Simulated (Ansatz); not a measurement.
## A computed series for HfO2: response to strain

The parent structure is HfO$_{2}$ in the fluorite structure (space group Fm-3m, No. 225).

HfO2 is modelled in the cubic space group Fm-3m (No. 225), the fluorite structure, Pearson symbol cF12. Conventional cell: a = b = c = 5.0438 Å, α = β = γ = 90.00°. Hf on 4a is coordinated by 8 O at 2.184 Å (cubic). O on 8c is surrounded by 4 Hf at 2.184 Å (tetrahedral). (Neighbours: up to the widest gap in distance over summed covalent radii, below 1.35, at either atom; cation-cation and far metal-metal contacts left out.)
(The calculation used a cell of 3 atoms; values per cell refer to that cell.)

Strains are applied to the cell and any free atomic positions relax.

Calculations: DFT with PBEsol, PAW potentials and a 420 eV plane-wave cutoff in Ansatz (an electronic-structure program), spin-orbit coupling left out.

```
isotropic strain (%)  pressure (GPa)
--------------------  --------------
-3                              29.3
-2.5                            23.6
-2                                 ?
-1.5                            13.2
-0.5                             4.1
0                                0.0
1                               -7.4
2                              -13.9
2.5                            -16.8
```

Question: Fit P = P₀ − Bδ + Cδ² with δ = (1 + ε)³ − 1 to the rows shown and predict the withheld row.

Answer: Least squares on the printed values gives P₀ = 0.0 GPa, B = 271 GPa, C = 720 GPa (largest residual 0.2 GPa); this predicts 18.4 GPa, and the run gives 18.2 GPa, 0.2 lower.

With Hf present, leaving out spin-orbit coupling can change the band edges. Stability against distortions was not tested. This is not the structure that HfO2 has at room temperature and ambient pressure.
